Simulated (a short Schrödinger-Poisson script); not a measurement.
**MOS inversion layer, Si3N4 on p-type Si(100)**

Structure: MOS inversion layer, Si3N4 on p-type Si(100), at 400 K.

| layer | material | thickness (nm) | Na (cm⁻³) |
|---|---|---|---|
| 1 | Si3N4 | 2.6 | - |
| 2 | Si | 1100 | 1.6e17 |

Constants are typed, rounded textbook-type inputs, not results; the design itself was drawn at random and stands for no fabricated device. Si3N4: permittivity 7.5, conduction-band edge (eV) 1.95, gap (eV) 5.1, electron mass (mₑ) 0.5. Si: permittivity 11.7, conduction-band edge (eV) 0, gap (eV) 1.124, Nv at 300 K (cm⁻³) 3.1e19.

Channel valleys (confinement mass, in-plane density-of-states mass, number): Δ2 0.916, 0.19, 2; Δ4 0.19, 0.417, 4. At the gate the conduction-band edge of layer 1 lies 2.5 eV − eVg above the Fermi level of the channel; the field vanishes at the back. Gaps are held at their typed values at every temperature. Mesh 0.03 nm at interfaces.

From a short Schrödinger-Poisson script (our own, NumPy): 1D Poisson equation in equilibrium, electrons quantum, Hartree (BenDaniel-Duke, 12 states a valley, the channel's in-plane mass for all, wave functions free to enter the dielectric), parabolic valleys, classical holes, full ionisation, no traps, pinning or gate leakage.

```
Vg (V)  electrons (cm⁻²)  C (μF/cm²)  Δ2 E0 (meV)  Δ2 E1 (meV)  Δ4 E0 (meV)  Δ4 E1 (meV)
------  ----------------  ----------  -----------  -----------  -----------  -----------
0.35              1.73e9       0.145        323.5        363.1        353.3        419.0
0.4               6.34e9       0.158        277.8        318.5        308.3        375.9
0.45             2.27e10       0.213        232.9        274.8        264.2        333.5
0.5              7.51e10       0.375        190.7        233.9        222.9        294.1
0.55             2.06e11       0.665        154.6        199.7        188.1        261.4
0.6              4.43e11       0.973        126.5        174.1        161.8        237.6
0.65             7.73e11        1.21        105.4        156.0        142.7        221.1
0.7              1.17e12        1.38         89.0        142.9        128.5        209.6
0.75             1.61e12        1.50         75.8        133.1        117.5        201.3
0.8              2.09e12        1.59         64.9        125.4        108.7        195.0
0.85             2.60e12        1.67         55.4        119.3        101.4        190.1
0.9              3.13e12        1.72         47.2        114.2         95.2        186.2
0.95             3.67e12        1.77         39.8        110.0         89.8        183.0
1                4.23e12        1.81         33.2        106.4         85.1        180.4
1.05             4.80e12        1.84         27.1        103.3         80.8        178.1
1.1              5.38e12        1.87         21.5        100.6         77.0        176.2
1.15             5.97e12        1.90         16.2         98.2         73.4        174.5
1.2              6.56e12        1.92         11.3         96.0         70.2        173.1
1.25             7.16e12        1.94          6.7         94.1         67.1        171.8
1.3              7.77e12        1.96          2.4         92.4         64.3        170.7
1.35             8.39e12        1.98         -1.8         90.8         61.6        169.7
```

Subbands count from the Fermi level.
